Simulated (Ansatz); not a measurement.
# How far PBE and PBEsol part for hypothetical rock salt SnC, 2 layers

Consider SnC in the rock salt structure (space group Fm-3m, No. 225; a = 4.7999 Å; a hypothetical phase, not in the database extracts checked). Axes: x, y, z lie along the cube axes.

(Cell as relaxed with PBE.)

Levels (all Ansatz, an electronic-structure program, PAW): PBE (420 eV, spin-orbit coupling left out); PBEsol (420 eV, no spin-orbit coupling).

Each level relaxes its own structure.

```json
[
 {"base": "volume per atom", "PBE": "13.82 Å³", "PBEsol": "13.35 Å³"},
 {"base": "lattice parameter a", "PBE": "4.800 Å", "PBEsol": "4.745 Å"},
 {"base": "band gap", "PBE": "zero", "PBEsol": "zero"}
]
```

Now apply this change: a free-standing slab of 2 layers (4 atoms, 2 a layer) is cut normal to the z axis, with 15 Å of vacuum and the in-plane cell held at bulk.

```tsv
quantity	PBE	PBEsol
shortest interatomic distance	2.336 Å	2.313 Å
excess energy per area of both faces (slab less bulk energy over the cell's area: twice a surface energy) (uncertain by up to 0.06 J/m²)	1.46 J/m²	1.88 J/m²
band gap	zero	zero
```

PBE's shortest interatomic distance lies 0.023 Å above PBEsol's (1.0 %); PBE's excess energy per area of both faces lies 0.42 J/m² below PBEsol's; the two agree on the band gap. Neither level is exact; PBEsol is the comparison here, not a measurement.

Slab and bulk use different k-meshes, which limits the precision of the excess energy. Whether these cells are dynamically stable was not tested. The final runs are not spin-polarised.
